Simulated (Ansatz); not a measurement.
# How far PBE and PBEsol part for SiC, pressure −1 GPa

Start from SiC (space group P6_3mc, No. 186; a = 3.094 Å, c = 10.129 Å).

(Cell as relaxed with PBE.)

Levels (all Ansatz, a quantum-chemistry and plane-wave program, PAW, earlier PAW set): PBE (420 eV, spin-orbit coupling left out); PBEsol (420 eV, spin-orbit coupling left out).

Each level relaxes its own structure.

```json
[
 {"base": "volume per atom", "PBE": "10.50 Å³", "PBEsol": "10.33 Å³"},
 {"base": "lattice parameter a", "PBE": "3.094 Å", "PBEsol": "3.078 Å"},
 {"base": "band gap", "PBE": "2.22 eV", "PBEsol": "2.12 eV"}
]
```

Perturbation: hydrostatic tension (pressure −1 GPa).

```tsv
quantity	PBE	PBEsol
smallest direct gap	3.34 eV	3.24 eV
band gap	2.22 eV	2.12 eV
valence-band top at Γ (three highest levels, from the VBM)	0.00, 0.00, -0.05 eV	0.00, 0.00, -0.05 eV
```

PBE's smallest direct gap lies 0.10 eV above PBEsol's; PBE's band gap lies 0.107 eV above PBEsol's; the two agree on the valence-band top at Γ. Neither level is exact; PBEsol is the comparison here, not a measurement.

Load acts through the strain it causes; cell and atoms are relaxed under it. Gaps are read on the SCF mesh and a high-symmetry path. Whether these cells are dynamically stable was not tested.
